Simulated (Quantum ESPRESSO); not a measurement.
**Several settings converged on MoW (Cmm2, 2 atoms in the cell)**

```yaml
crystal:
  lattice:
    - [1.57139, 2.22313, 0.00000]
    - [-1.57139, 2.22313, 0.00000]
    - [0.00000, 0.00000, 4.46416]
  atoms:
    - { symbol: Mo, position: [0.00000, 0.00000, 0.98880] }
    - { symbol: W, position: [0.50000, 0.50000, 0.50000] }
```

Base method: PBEsol, GBRV 1.5 ultrasoft (PBESOL) pseudopotentials (plane waves; Quantum ESPRESSO).

Base settings: ecutwfc = 40 Ry; ecutrho = 320 Ry; occupations = smearing; smearing = fermi-dirac; degauss = 0.0073499 Ry; potentials = {Mo: mo_pbesol_v1.uspp.F.UPF, W: w_pbesol_v1.2.uspp.F.UPF}; K_POINTS = automatic 8 8 5 0 0 0; conv_thr = 1e-10 Ry.

The count of work is k-points × plane waves × bands × iterations; it is no time. 

**The k-point mesh at a smearing width of 0.02 eV**

In this ladder: degauss = 0.00147 Ry.

Only quantities that move along the ladder and can be compared are tabulated.

```tsv
K_POINTS	free energy less the last step's (meV/atom)	pressure (GPa)	largest difference of a force vector from the last step's (eV/Å)	count of work / last
automatic 5 5 3 0 0 0	-7.29	-2.15	0.022	0.0074
automatic 8 8 5 0 0 0	0.72	-2.89	0.019	0.026
automatic 12 12 7 0 0 0	-4.17	-3.24	0.013	0.071
automatic 17 17 10 0 0 0	-0.45	-3.09	0.010	0.20
automatic 20 20 12 0 0 0	-0.44	-3.16	0.007	0.29
automatic 30 30 18 0 0 0	0.00	-3.19	0.000	1.0
```

Coarsest K_POINTS that holds the pressure within 0.5 GPa of the last step, with all finer ones: automatic 8 8 5 0 0 0, at 0.026 of the last step's count of work; the step before is off by 1.0 GPa.

Coarsest K_POINTS that holds the free energy within 2 meV/atom of the last step, with all finer ones: automatic 17 17 10 0 0 0, at 0.20 of the last step's count of work; the step before is off by 4.2 meV/atom.

Coarsest K_POINTS that holds the forces within 0.005 eV/Å: not settled: the last two steps still differ by 0.007 eV/Å, over half the tolerance, so the ladder does not show it.

**The width of Fermi-Dirac smearing**

In this ladder: K_POINTS = automatic 13 13 8 0 0 0.

Narrow widths need finer meshes than wide ones, so the last steps can hold mesh noise.

Only quantities that move along the ladder and can be compared are tabulated; pressure and forces are left out, as mesh noise rules them at narrow widths.

| degauss | free energy less the last step's (meV/atom) | energy extrapolated to zero width less the last step's (meV/atom) |
|---|---|---|
| 0.073499 Ry | -1299.91 | 137.84 |
| 0.036749 Ry | -257.62 | 42.03 |
| 0.02205 Ry | -75.45 | 8.02 |
| 0.0073499 Ry | 0.00 | 0.00 |

Widest degauss that holds the energy extrapolated to zero width within 2 meV/atom: not settled: the last two steps still differ by 8.0 meV/atom, over half the tolerance, so the ladder does not show it.

Widest degauss that holds the free energy within 5 meV/atom: not settled: the last two steps still differ by 75 meV/atom, over half the tolerance, so the ladder does not show it.

The extrapolation to zero width removes most of the smearing's effect on the energy.

On the base run: the starting cell comes from a database of computed structures (which also holds hypothetical and non-ambient phases and stackings), without a prior relaxation at this level. Its lattice was rescaled by up to half a per cent. One atom was moved a little off its site on purpose. Spin polarisation is off.

Left out of this page: 2 runs of the series outside the window shown, repeating another row's setting, or not comparable.
